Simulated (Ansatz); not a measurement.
We look at the surface energy of the Si(111) slab with 2 Cl, the mean of its two faces, with the listed reservoirs for the atoms in excess. Reaction: 10 Si (diamond) + Cl2 (gas) → cell A.

Cell A: a slab of Si (diamond, Fd-3m) cut along (111), 12 atoms, hexagonal cell of 3.87 Å (13.0 Å²), symmetry P-3m1, 17.5 Å thick under 16 Å of vacuum, in-plane vectors held at the crystal's; planes from bottom to top: Cl | Si × 10 | Cl; added, foreign or displaced atoms, above the top plane and below the bottom plane: two times Cl bound to 1 Si at 2.08 Å; spin state with PBE: run without spin, k-point mesh 9×9×1.
```xyz
12
Lattice="3.8679 0.0000 0.0000 1.9339 3.3497 0.0000 0.0000 0.0000 33.5514" Properties=species:S:1:pos:R:3 pbc="T T T"
Si     1.4504     0.8374    10.8541
Si     5.3183     3.0705    10.0825
Si     3.3844     1.9540    14.0141
Si     1.4504     0.8374    13.2242
Si     5.3183     3.0705    17.1699
Si     3.3844     1.9540    16.3814
Si     1.4504     0.8374    20.3271
Si     5.3183     3.0705    19.5372
Si     3.3844     1.9540    23.4689
Si     1.4504     0.8374    22.6973
Cl     5.3183     3.0705     8.0064
Cl     3.3844     1.9540    25.5449
```

Reference: Si (diamond, Fd-3m), 2 atoms in the cell, a perfect crystal on lattice vectors that match the other cells', k-point mesh 9×9×9 on the run's own vectors.

Reference: an isolated Cl2 molecule (singlet) in a box of 11 × 11 × 14 Å.

Computed with Ansatz (plane waves, PAW), its default PAW set, cutoff 420 eV. The structures are at rest with PBE, within the held lattices; other levels are single points on them. HSE06 runs on coarser k-point meshes, mended by the PBE difference between the two meshes. Neutral cells; Fermi-Dirac smearing of at most 0.05 eV in the solids, energies taken to zero width. The lattices are those relaxed with PBE, so at other levels the solids can be strained, which adds to the spread. A dispersion term (D3(BJ), or D4 for r2SCAN) was computed beside these levels and is taken off wherever the name lacks it. Nuclei at rest; no vibrational terms. No structure search was made; lower ones may exist. Values are for these cell sizes. Cell A has symmetry P-3m1 and got no random move, so less symmetric positions, which may lie lower, weren't tried.

Q: Give the value at the level PBE.

A: -1.76 J/m², for 10 Si (diamond) + Cl2 (gas) → cell A.

Q: List the value at the remaining levels and say how far they part.

A: 
```csv
Level,value (J/m²),less PBE
HSE06,-1.83,-0.07
```

The levels span 0.07 J/m², from HSE06 (-1.83) to PBE (-1.76).

Ansatz is a first-principles code.
